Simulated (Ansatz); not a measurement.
Structures of equal composition on the (0001) surface of hcp Ru: p(2x2), one Ru adatom; one added row of Ru in 4. The slabs share one bottom face, and each structure is named by its start. These are constructed structures in small cells; real faces may alloy, dewet or reconstruct in larger ones, and not all known structures of the face are among them. Slabs of about 11 Å, Fermi-Dirac smearing of 0.1 eV. Bottom of the slabs: a bare face, its two planes held. Relaxed from the named starts with such symmetry as they have, on meshes of like density; energies extrapolated to zero smearing; spin only where a row says so; no spin-orbit coupling, no U. Brackets mark spin-polarised runs, whose order is one that fits the cell. The cells differ, so small differences also carry the error of unlike k-meshes.

Level of theory: PBE (plane waves to 420 eV, PAW; Ansatz, a quantum-chemistry and plane-wave program).

Q: Rank these by energy per 1x1 cell (lowest first), as PBE gives it.

A: one added row of Ru in 4 (0.00 eV), p(2x2), one Ru adatom (0.08 eV)
